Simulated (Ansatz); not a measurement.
## PtGe₂ (model structure, started from the MoSi2 type, I4/mmm, No. 139, 3 atoms in the cell): properties by level of theory

```json
[
 {"level (code)": "PBE (Ansatz)", "lattice parameter a (Å)": "3.634", "c axis length (Å)": "7.989", "formation enthalpy (eV/atom)": "0.019"},
 {"level (code)": "PBEsol (Ansatz)", "lattice parameter a (Å)": "(withheld)", "c axis length (Å)": "7.889", "formation enthalpy (eV/atom)": "-0.009"},
 {"level (code)": "PBE-D3(BJ) (Ansatz)", "lattice parameter a (Å)": "(withheld)", "c axis length (Å)": "(withheld)", "formation enthalpy (eV/atom)": "-0.010"}
]
```

### Question
Complete the blanks.

### Answer

- PBEsol (Ansatz, a first-principles code), lattice parameter a (Å): 3.573
- PBE-D3(BJ) (Ansatz), lattice parameter a (Å): 3.576
- PBE-D3(BJ) (Ansatz), c axis length (Å): 7.929

Ansatz's density-functional and Hartree–Fock values are scalar-relativistic unless marked +SOC, with PAW data made under PBE.

A model structure was made by putting elements into a prototype or built by hand; it is no filed structure, need not be a known phase, and can be a saddle point held by its symmetry.
